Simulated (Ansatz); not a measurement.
GaAs in the zinc blende structure (space group F-43m, No. 216)

GaAs is taken in the cubic space group F-43m (No. 216), the zinc blende structure, Pearson symbol cF8. Lattice parameters: a = b = c = 5.6594 Å, α = β = γ = 90.00°. As on 4c is coordinated by 4 Ga at 2.451 Å (tetrahedral). Ga on 4a sees 4 As at 2.451 Å (tetrahedral). (Neighbours: up to the widest gap in distance over summed covalent radii, below 1.35, at either atom; cation-cation and far metal-metal contacts left out.)
(The calculation used a cell of 2 atoms; values per cell refer to that cell.)

Calculations: Kohn–Sham DFT with the PBEsol functional, run in Ansatz (a first-principles code) with PAW and 420 eV plane waves, no SOC, earlier PAW set. Settings: 10×10×10 k-points, 0.05 eV Fermi–Dirac smearing.

* **Volume per atom**: 22.66 Å³
* **Density**: 5.30 g/cm³
* **Band gap**: 0.42 eV, direct at Γ
* **Electron mass**: 0.025 mₑ
* **Hole mass (degenerate bands, along [100])**: 0.025, 0.34, 0.34 mₑ
* **Lowest conduction-band minima above the VBM**: Γ 0.42 eV; L along ⟨111⟩ 0.92 eV; a point along ⟨100⟩, about 1.0 Å⁻¹ from Γ 1.32 eV
* **Total energy**: -4278.435 eV/atom (σ→0; compares only within this code and set-up)

Masses are band curvatures over ±0.01 Å⁻¹ around the edge. Stability against distortions was not tested.
